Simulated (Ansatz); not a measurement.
A self-consistent single point of LaSiNi (P1, 6 atoms in the cell) with Ansatz (a quantum-chemistry and plane-wave program).

Computed with PBEsol, PAW files made with PBE (plane waves; Ansatz).

The change in words: atoms moved at random. Reference geometry:
```xyz
6
Lattice="-2.0897 2.0897 6.9762 2.0897 -2.0897 6.9762 2.0897 2.0897 -6.9762" Properties=species:S:1:pos:R:3 pbc="T T T"
La     0.0000     0.0000    10.4898
La     0.0000     2.0897     0.0255
Si     0.0000     0.0000     4.6295
Si     2.0897     0.0000     1.1414
Ni     0.0000     2.0897     5.7573
Ni     0.0000     0.0000     2.2692
```

Reference input (self-consistent single point, DFT, PBEsol, plane waves, PAW files made with PBE): basis.ecutwfc = 420 eV; kpoints.mp_grid.grid = 7 7 7; hamiltonian.xc = pbesol; hamiltonian.pseudopotentials = {kind: paw} (an earlier, softer set of the program's PAW files); scf.occupations.method = fermi_dirac; scf.occupations.width = 0.1 eV. This run's input differs from it in these lines:

Ansatz 0.2 input:
```diff
@@ -6,8 +6,8 @@
   atoms:
-    - { symbol: La, position: [0.75183000, 0.75183000, 0.00000000] }
-    - { symbol: La, position: [0.50183000, 0.00183000, 0.50000000] }
-    - { symbol: Si, position: [0.33181000, 0.33181000, 0.00000000] }
-    - { symbol: Si, position: [0.08181000, 0.58181000, 0.50000000] }
-    - { symbol: Ni, position: [0.91264000, 0.41264000, 0.50000000] }
-    - { symbol: Ni, position: [0.16264000, 0.16264000, 0.00000000] }
+    - { symbol: La, position: [0.74675200, 0.75113600, -0.00877200] }
+    - { symbol: La, position: [0.50188000, 0.01021100, 0.50130200] }
+    - { symbol: Si, position: [0.33579700, 0.33678600, 0.00563300] }
+    - { symbol: Si, position: [0.08463900, 0.58765200, 0.51261200] }
+    - { symbol: Ni, position: [0.90319600, 0.40163000, 0.49437700] }
+    - { symbol: Ni, position: [0.17029600, 0.15514400, -0.00515100] }
 basis:
```

Output, abridged:

```
SCF iter   1: F=—  HF=-25181.676023 eV  |F-HF|=—  |Δ(HF+E_count)|=         —  Δρ=1.47e-1  dr2=1.95e1  ethr=3.10e-3  ⟨swp⟩=6.0  Hψ=31448  notcnv=0
all-band conjugate gradients solve this SCF's bands
preconditioner: auto → Kerker (q_TF=auto, 2.463 Å⁻¹)
SCF iter   2: F=—  HF=-25180.409008 eV  |F-HF|=—  |Δ(HF+E_count)|=    1.27e0  Δρ=3.78e-2  dr2=1.43e0  ethr=3.10e-3  ⟨swp⟩=3.5  Hψ=12703  notcnv=0
   [... lines left out ...]
SCF iter   7: F=—  HF=-25180.266045 eV  |F-HF|=—  |Δ(HF+E_count)|=   2.65e-5  Δρ=1.19e-4  dr2=1.26e-5  ethr=2.25e-7  ⟨swp⟩=2.4  Hψ=11464  notcnv=0
SCF iter   8: F=—  HF=-25180.266062 eV  |F-HF|=—  |Δ(HF+E_count)|=   1.75e-5  Δρ=6.23e-5  dr2=3.37e-6  ethr=1.90e-8  ⟨swp⟩=2.1  Hψ=10372  notcnv=0
SCF iter   9: F=—  HF=-25180.266062 eV  |F-HF|=—  |Δ(HF+E_count)|=   1.88e-7  Δρ=1.66e-5  dr2=2.35e-7  ethr=5.10e-9  ⟨swp⟩=2.2  Hψ=9312  notcnv=0
SCF iter  10: F=-25180.266062 eV  HF=-25180.266062 eV  |F-HF|=4.11e-9  |Δ(HF+E_count)|=   2.05e-8  Δρ=1.96e-6  dr2=7.42e-9  ethr=1.52e-10  ⟨swp⟩=12.0  Hψ=35863  notcnv=0
SCF 1 converged in 10 iterations: F = -25180.266062 eV  dr2 = 7.42e-9
Free energy (F): -25180.266062 eV
Internal energy: -25180.116307 eV  (E = F + TS)
E sigma→0 (E₀):  -25180.191185 eV
Entropy (-TS):   -0.149755 eV (-24.959 meV/atom)
Fermi energy:    11.745254 eV
--- Forces (eV/Å), atoms counted from 1 ---
  atom   1  La     0.02199652     0.18232409    -0.21710577
  atom   2  La     0.00603024     0.11956827    -0.15731637
  atom   3  Si    -0.09841943    -0.21363470    -0.14689033
  atom   4  Si    -0.33883240    -0.15074802     0.08106539
  atom   5  Ni     0.06425892     0.13438649     0.65298965
  atom   6  Ni     0.34496598    -0.07189386    -0.21272817
--- Stress (GPa, compression-positive) ---
       -2.273657       0.013822       0.191821
        0.013822      -1.797173      -0.022576
        0.191821      -0.022576      -3.273314
  P = ⅓ Tr σ = -2.4480 GPa (-24.480 kbar)
  The stress holds the Pulay correction. Without it, at fixed plane waves, as pw.x and ABINIT print it: P = -2.4643 GPa
```

The run converged in 10 iterations. Against the reference run the free energy goes up by 11.3 meV/atom, the pressure goes from -2.74 to -2.45 GPa and the largest force goes from 0.024 to 0.670 eV/Å.

The starting cell comes from a database of computed structures (which also holds hypothetical and non-ambient phases and stackings), without a prior relaxation at this level. Its lattice was rescaled by a random factor within 2.5 % of one. For this run, on top of that: atoms moved at random. Spin polarisation is off. Ansatz's pressure includes its estimate of the finite-basis (Pulay) stress.

Cost on one core of a shared machine: roughly 3 min.
